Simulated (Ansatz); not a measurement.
# Al2Au, response to strain

Consider Al2Au (space group Fm-3m, No. 225; a = 6.0032 Å; relaxed with 0.1 eV smearing). Axes: x, y, z lie along the cube axes.

Strains are applied to the cell and any free atomic positions relax; under biaxial strain the out-of-plane vector relaxes too.

Level of theory: Kohn–Sham DFT with the PBEsol functional, run in Ansatz (a first-principles code) with PAW and 420 eV plane waves, no SOC.

Notes on the quantities. energy relative to the base: free energy F; in-plane stress: mean in-plane stress (compression positive).

| case | ratio −ε⊥/ε∥ | energy relative to the base | in-plane stress |
|---|---|---|---|
| base | – | 0 meV/atom | – |
| biaxial strain −1.67 %, plane normal [111], relaxed out of plane | 0.92 | +6.2 meV/atom | +3.3 GPa |
| biaxial strain −0.83 %, plane normal [111], relaxed out of plane | 0.88 | +1.5 meV/atom | +1.7 GPa |
| biaxial strain −0.42 %, plane normal [111], relaxed out of plane | – | +0.4 meV/atom | +0.8 GPa |
| biaxial strain +0.42 %, plane normal [111], relaxed out of plane | – | +0.4 meV/atom | -0.8 GPa |
| biaxial strain +0.83 %, plane normal [111], relaxed out of plane | 0.83 | +1.5 meV/atom | -1.6 GPa |
| biaxial strain +1.25 %, plane normal [111], relaxed out of plane | 0.82 | +3.4 meV/atom | -2.4 GPa |
| biaxial strain +1.67 %, plane normal [111], relaxed out of plane | 0.80 | +6.1 meV/atom | -3.2 GPa |
| biaxial strain +2.08 %, plane normal [111], relaxed out of plane | 0.79 | +9.5 meV/atom | -4.0 GPa |
| biaxial strain +2.50 %, plane normal [111], relaxed out of plane | 0.78 | +14 meV/atom | -4.8 GPa |

No phonon test of stability was made.
